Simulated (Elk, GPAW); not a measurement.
A GPAW input for a self-consistent single point of Be (P6_3/mmc, 2 atoms in the cell) (DFT PBEsol, plane waves, GPAW PAW datasets PBEsol (made by gpaw-setup)):

```python
from ase import Atoms
from ase.units import GPa
from gpaw import GPAW, PW, FermiDirac

atoms = Atoms(['Be', 'Be'],
              cell=[[2.238962, 0.000000, 0.000000],
                    [-1.119481, 1.938998, 0.000000],
                    [0.000000, 0.000000, 3.533355]],
              scaled_positions=[[0.333333, 0.666667, 0.750000],
                                [0.666667, 0.333333, 0.250000]],
              pbc=True)

calc = GPAW(mode=PW(850),
            xc='PBEsol',
            kpts={'size': (13, 13, 8), 'gamma': True},
            occupations=FermiDirac(0.05),
            nbands=-8,
            symmetry={'symmorphic': False, 'tolerance': 0.0005},
            maxiter=150)

atoms.calc = calc

energy = atoms.get_potential_energy()
print('Energy (eV):', round(energy, 6))
forces = atoms.get_forces()
print('Forces (eV/Ang):')
print(forces.round(5))
stress = atoms.get_stress()
print('Stress (GPa, Voigt):', (stress / GPa).round(4))
```

Give the Elk input for the same structure, mesh, smearing and functional.

One input that does it (others would too):

```
tasks
  0

xctype
  22

rgkmax
  8.0

gmaxvr
  16.0

nxoapwlo
  1

swidth
  0.00183747

maxscl
  100

scale
  1.889726125

avec
    2.2389620173   -0.0000000040    0.0000000000
   -1.1194810052    1.9389979871    0.0000000000
    0.0000000000    0.0000000000    3.5333550000

sppath
  './'

atoms
  1
  'Be.in'
  2
  0.3333333333  0.6666666667  0.7500000000    0.0 0.0 0.0
  0.6666666667  0.3333333333  0.2500000000    0.0 0.0 0.0

ngridk
  13 13 8
```

Basis settings and potentials, where a program has them, do not carry over. This input uses DFT, PBEsol, all-electron FP-LAPW, Elk's shipped species files, LAPW+lo basis.

The starting cell comes from a database of computed structures (which also holds hypothetical and non-ambient phases and stackings), without a prior relaxation at this level. Its lattice was rescaled by a random factor within 2.5 % of one.
